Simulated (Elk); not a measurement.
Band structure of Mg₃Sc (P6_3/mmc, 8 atoms in the cell).

```
Mg3Sc
1.0
    6.27633     0.00000     0.00000
   -3.13816     5.43546     0.00000
    0.00000     0.00000     4.98828
Mg Sc
6 2
Direct
  0.16662   0.33324   0.25000
  0.83338   0.66676   0.75000
  0.83338   0.16662   0.75000
  0.16662   0.83338   0.25000
  0.66676   0.83338   0.25000
  0.33324   0.16662   0.75000
  0.66667   0.33333   0.25000
  0.33333   0.66667   0.75000
```

Computed with PBEsol, all-electron FP-LAPW, Elk's shipped species files, LAPW+lo basis in Elk.

Settings: xctype = 22; rgkmax = 8; stype = 3; swidth = 0.00367493 Ha; ngridk = 4 4 5; gmaxvr = 14 1/bohr; nxoapwlo = 1.

The starting cell comes from a database of computed structures (which also holds hypothetical and non-ambient phases and stackings), without a prior relaxation at this level. Its lattice was rescaled by a random factor within 2.5 % of one. Values depend on the basis (sphere radii, cutoffs, local orbitals), which need not be converged.

Levels in eV from the Fermi level, bands 39 to 46:
```tsv
point	39	40	41	42	43	44	45	46
Γ	-1.66	-0.97	-0.14	0.32	0.32	1.04	1.04	1.23
M	-0.46	-0.19	-0.11	-0.06	0.50	0.60	1.53	1.64
K	-0.77	-0.11	-0.11	0.14	0.15	0.60	1.81	1.86
A	-0.68	-0.68	-0.57	-0.57	-0.55	-0.55	0.72	0.72
L	-1.54	-1.54	0.23	0.23	1.18	1.18	1.33	1.34
H	-0.17	-0.17	-0.04	-0.04	1.00	1.00	1.31	1.31
```

Bands cross the Fermi level along this path, so the cell is metallic at this level.
